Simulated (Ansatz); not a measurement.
The reference is BP in the zinc blende structure (space group F-43m, No. 216; a = 4.536 Å). Axes: x, y, z lie along the cube axes.

Structures relaxed with r2SCAN (Ansatz, a first-principles code), without spin-orbit coupling, earlier PAW set.

Base:

Simulated powder pattern, Co Kα, λ = 1.79026 Å (kinematic, ideal powder, no thermal factors, no anomalous dispersion; the 8 strongest lines at most, above 2 %, up to 2θ = 90°):

```json
[
 {"2θ (°)": "39.97", "I/Imax (%)": "100", "hkl": "(111)"},
 {"2θ (°)": "46.49", "I/Imax (%)": "25", "hkl": "(200)"},
 {"2θ (°)": "67.85", "I/Imax (%)": "42", "hkl": "(220)"},
 {"2θ (°)": "81.75", "I/Imax (%)": "36", "hkl": "(311)"},
 {"2θ (°)": "86.24", "I/Imax (%)": "6.2", "hkl": "(222)"}
]
```

After one change:

Simulated powder pattern, Co Kα, λ = 1.79026 Å (kinematic, ideal powder, no thermal factors, no anomalous dispersion; the 8 strongest lines at most, above 2 %, up to 2θ = 90°):

```
2θ (°)  I/Imax (%)
------  ----------
39.08          100
39.79           96
45.44           16
46.07           31
66.21           14
66.71           55
80.12           35
81.49           22
```

Task: Which change produced these results?
A) biaxial strain +2.36 %, plane normal [001], relaxed out of plane
B) biaxial strain +0.57 %, plane normal [001], relaxed out of plane
C) isotropic strain +3.28 %
D) biaxial strain +2.18 %, plane normal [110], relaxed out of plane

Result: D, biaxial strain +2.18 %, plane normal [110], relaxed out of plane. Its volume per atom is 12.13 Å³ against 11.67 Å³, and its space group is Imm2 (No. 44).

A biaxial case was relaxed in a doubled cell and then solved in the primitive one. Whether these cells are dynamically stable was not tested.
